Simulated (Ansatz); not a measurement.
Input:

```
CELL_PARAMETERS angstrom
      3.18273     0.00000     0.00000
     -1.59136     2.75632     0.00000
      0.00000     0.00000     5.18570
ATOMIC_POSITIONS crystal
  Ga 0.66667 0.33333 0.00051
  Ga 0.33333 0.66667 0.50051
  N  0.66667 0.33333 0.62469
  N  0.33333 0.66667 0.12469
```

No spin polarisation.

Hole doping at 1.0×10^22 cm⁻³ (0.455 per cell), with a uniform compensating background at fixed cell and a 300 K Fermi–Dirac width.

The values are results of PBEsol, PAW, 420 eV (Ansatz, a quantum-chemistry and plane-wave program; no spin-orbit coupling), earlier PAW set, not measurements. Settings: 21×21×12 k-points, 0.0259 eV Fermi–Dirac smearing.

Task: What is the computed Fermi level relative to the doped band's edge (positive inside the band; to 0.05 eV)?

Result: +0.55 eV.

Task: What gap between the host's bands does the calculation give?

Result: 2.10 eV.

Task: Estimate the gap character.

Result: Direct at Γ.

Carriers are added with a uniform compensating background; total energy and stress of such cells depend on the potential's zero and are not compared; many-body gap narrowing is missing at this level. No phonon test of stability was made. The cell was made from GaN in the wurtzite structure (space group P6_3mc, No. 186) by this change: holes 1.0×10^22 cm⁻³.
